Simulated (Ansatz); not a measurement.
An Ansatz (a program for electronic structure) run: Zr with a change (isotropic strain +2.50 %); Ansatz, r2SCAN, PAW, cutoff 500 eV, scalar-relativistic without spin-orbit coupling.

Input:

Ansatz 0.2 input:
```yaml
crystal:
  lattice:
    - [3.3254243151, 0, 0]
    - [-1.6627121576, 2.8799019353, 0]
    - [0, 0, 5.2869535202]
  atoms:
    - { symbol: Zr, position: [0.6666666667, 0.3333333333, 0.75] }
    - { symbol: Zr, position: [0.3333333333, 0.6666666667, 0.25] }
basis: { ecutwfc: 500, ecutrho_ratio: 4, xc_grid: 4, fft_grid_basis: typed }
kpoints: { mp_grid: { grid: [20, 20, 11] } }
hamiltonian:
  xc: r2scan
  dispersion: none
  pseudopotentials: { kind: paw }
scf: { occupations: { method: fermi_dirac, width: 0.1 }, convergence: { dr2_threshold: 0.0000000002 } }
relax: { f_tol: 0.005, max_steps: 50 }
output: { forces: true, stress: true }
checkpoint: { write: state.ck, write_every: 1000 }
```

Output (explanatory and most iteration lines left out):

```
Relaxation: its limit of steps is 50 (relax.max_steps)
Pseudopotential: Zr, paw, valence charge 12
Crystal: 2 atoms, lattice volume = 50.633 Å³
Basis set: ecut = 500 eV, 1279 PW (Γ), exchange–correlation on 100×100×160 points (64 copies of the dense FFT grid, shifted against one another)
Bands: 16, of which v1, the nominal top of the filled ones, is band 12 counted from 1 (11 counted from 0)
Symmetry: 24 space group operations
Space group: P63/mmc (ITA 194), of the structure as read, at distance tolerance 3.7e-5 Å
k-points: 264 of 4400
Functional: x = r2scan, c = r2scan; τ floored in thin density (d = 2e-4 eV/Å³)
SCF iter   1: F=—  HF=-8389.958898 eV  |F-HF|=—  |Δ(HF+E_count)|=         —  Δρ=7.38e-3  dr2=2.25e-2  dr2_τ=7.99e-3  ethr=1.77e-3  ⟨swp⟩=4.8  Hψ=17986  notcnv=0
SCF iter   2: F=—  HF=-8389.999388 eV  |F-HF|=—  |Δ(HF+E_count)|=   4.05e-2  Δρ=4.81e-3  dr2=9.53e-3  dr2_τ=4.17e-4  ethr=9.38e-5  ⟨swp⟩=2.0  Hψ=10537  notcnv=0
SCF 1 converged in 8 iterations: F = -8389.999993 eV  dr2 = 3.06e-11
relax step   1: F+E_penalty+E_count = -8389.99999288 eV  Δ(F+E_penalty+E_count) = +0.000e0 eV  max|allowed force component| = 2.891e-17 eV/Å  Δτ_max = 0.0000 Å  (8 SCF iters, accepted)
Crystal: 2 atoms, lattice volume = 50.633 Å³
SCF iter   1: F=—  HF=-8389.999993 eV  |F-HF|=—  |Δ(HF+E_count)|=         —  Δρ=2.93e-7  dr2=3.06e-11  dr2_τ=1.53e-12  ethr=1.00e-12  ⟨swp⟩=1.1  Hψ=23724  notcnv=0
SCF iter   2: F=-8389.999993 eV  HF=-8389.999993 eV  |F-HF|=1.09e-11  |Δ(HF+E_count)|=  2.36e-11  Δρ=1.96e-7  dr2=1.49e-11  dr2_τ=7.47e-13  ethr=1.00e-12  ⟨swp⟩=3.0  Hψ=11658  notcnv=0
SCF 2 converged in 2 iterations: F = -8389.999993 eV  dr2 = 1.49e-11
SCF converged after 2 iterations
Free energy (F): -8389.999993 eV
Internal energy: -8389.936892 eV  (E = F + TS)
E sigma→0 (E₀):  -8389.968443 eV
Entropy (-TS):   -0.063101 eV (-31.550 meV/atom)
Fermi energy:    12.721976 eV
--- Forces (eV/Å), atoms counted from 1 ---
  atom   1  Zr    -0.00000000     0.00000000     0.00000000
  atom   2  Zr     0.00000000    -0.00000000     0.00000000
--- Stress (GPa, compression-positive) ---
       -6.142453       0.000000       0.000000
       -0.000000      -6.142453       0.000000
        0.000000       0.000000      -6.385519
  P = ⅓ Tr σ = -6.2235 GPa (-62.235 kbar)
--- Relaxed structure (1 steps of the walk, 1 accepted, 0 SCFs on fresh bases) ---
  atoms:
    - { symbol: Zr, position: [0.6666666666666667, 0.33333333333333337, 0.75] }
    - { symbol: Zr, position: [0.3333333333333333, 0.6666666666666666, 0.25] }
```

Whether these cells are dynamically stable was not tested. The final runs are not spin-polarised. The cell was made from Zr in the hcp (Mg type) structure (space group P6_3/mmc, No. 194) by this change: isotropic strain +2.50 %.
